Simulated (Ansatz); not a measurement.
## What electrons 3.0×10^21 cm⁻³ does to SiC

Base system: SiC (space group P6_3mc, No. 186; a = 3.0781 Å, c = 10.0762 Å).

Perturbation: 0.248 electrons added to each cell, a density of 3.0×10^21 cm⁻³, with a uniform compensating background at fixed cell and a 300 K Fermi–Dirac width.

Calculations: PBEsol (Ansatz, a quantum-chemistry and plane-wave program; PAW; 420 eV plane waves; without spin-orbit coupling). k-mesh 17×17×5 (Γ-centred); smearing 0.0259 eV (Fermi–Dirac).

Gap between the host's bands: 2.10 eV (base 2.12 eV)
Gap character: indirect, Γ → M (base indirect, Γ → M)
Fermi level relative to the doped band's edge (positive inside the band; to 0.05 eV): +0.55 eV

Final structure:

```
SiC
1.0
    3.07807     0.00000     0.00000
   -1.53903     2.66569     0.00000
    0.00000     0.00000    10.07616
Si C
4 4
Cartesian
  0.00000   0.00000   0.00028
  0.00000   0.00000   5.03836
  1.53903   0.88856   7.56206
  0.00000   1.77712   2.52398
  0.00000   0.00000   8.18929
  0.00000   0.00000   3.15121
  1.53903   0.88856   5.66656
  0.00000   1.77712   0.62848
```
Cell charge -0.24803.

Carriers are added with a uniform compensating background; total energy and stress of such cells depend on the potential's zero and are not compared; many-body gap narrowing is missing at this level. Semilocal Kohn–Sham gaps tend to fall short of experiment. Stability against distortions was not tested.
